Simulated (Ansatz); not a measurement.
Start from GaN in the zinc blende structure (space group F-43m, No. 216; a = 4.4981 Å).

The values are results of plane-wave PAW DFT at the PBEsol level (Ansatz, a program for electronic structure, 420 eV), no spin-orbit coupling, not measurements.

For the base:

* **Lattice parameter a**: 4.498 Å
* **Electron mass**: 0.15 mₑ (at Γ)
* **Gap character**: direct at Γ
* **Band gap**: 1.70 eV

Now apply this change: every Ga is replaced by Al, then cell and atoms are relaxed.

Tabulated Pauling electronegativity and covalent radius: Ga 1.81, 1.22 Å; Al 1.61, 1.21 Å.

Task: What does the calculation give for the lattice parameter a after the change?

Result: The lattice parameter a decreases by 0.120 Å to 4.378 Å.

Task: Predict the new electron mass.

Result: The electron mass becomes 0.52 mₑ along k, 0.32 mₑ across (at X) (base: 0.15 mₑ (at Γ)).

Task: Predict the new gap character.

Result: The gap character changes from direct at Γ to indirect, Γ → X.

Task: How does this affect the band gap?

Result: The band gap goes up by 1.49 eV (1.70 eV → 3.19 eV).

Effective masses come from finite differences of ±0.01 Å⁻¹. Along k means along the line from Γ to the band edge. Stability against distortions was not tested. This is not the structure that AlN has at room temperature and ambient pressure. This is not the structure that GaN has at room temperature and ambient pressure.
